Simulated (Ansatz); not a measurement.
Bulk modulus (GPa) of solids drawn from the class of intermetallic compounds, at two levels: PBE in Ansatz (plane waves, PAW), and r²SCAN (PAW; Ansatz, an electronic-structure program).

```csv
solid,PBE,r²SCAN
L1₀ (CuAu-type) FePt,201,218
L1₂ (Cu3Au-type) Ni3Fe,195,211
fluorite AuAl2,105,?
L1₀ (CuAu-type) CuAu,140,157
L1₂ (Cu3Au-type) Ni3Al,182,202
CsCl-type RuAl,203,221
L1₂ (Cu3Au-type) Pt3Ti,235,258
CsCl-type CuZn,115,134
L1₀ (CuAu-type) TiAl,113,121
fluorite PtAl2,129,?
```

### Question
Estimate the withheld r²SCAN values from the other rows.

### Answer
One way: carry over the typical ratio. The ratios r²SCAN / PBE of the other rows, in order: 1.071, 1.082, 1.085, 1.089, 1.098, 1.110, 1.121, 1.165; median 1.0935. Fluorite AuAl2: 105 × 1.0935 = 115 GPa; the run gives 118 GPa. Fluorite PtAl2: 129 × 1.0935 = 141 GPa; the run gives 142 GPa. The ratios spread from 1.071 to 1.165, so such an estimate is rough.

Over all 10 rows r²SCAN is the larger in 10.

Ansatz's runs of these crystals have no spin polarisation, but for L1₀ (CuAu-type) FePt, L1₂ (Cu3Au-type) Ni3Fe, L1₂ (Cu3Au-type) Ni3Al. A magnetic state wasn't tried for L1₂ (Cu3Au-type) Pt3Ti, L1₀ (CuAu-type) TiAl, fluorite PtAl2 with meta-GGA or hybrid levels, which favour moments.

Density-functional runs with spin start from parallel moments for L1₀ (CuAu-type) FePt, parallel moments for L1₂ (Cu3Au-type) Ni3Fe, parallel moments for L1₂ (Cu3Au-type) Ni3Al.

Spin–orbit coupling is left out, also for the solids with elements from indium on (L1₀ (CuAu-type) FePt, fluorite AuAl2, L1₀ (CuAu-type) CuAu, L1₂ (Cu3Au-type) Pt3Ti, fluorite PtAl2); its size isn't shown.

Each level is taken at its own relaxed cell. Ansatz's density-functional and Hartree–Fock values are scalar-relativistic unless marked +SOC, with PAW data made under PBE.
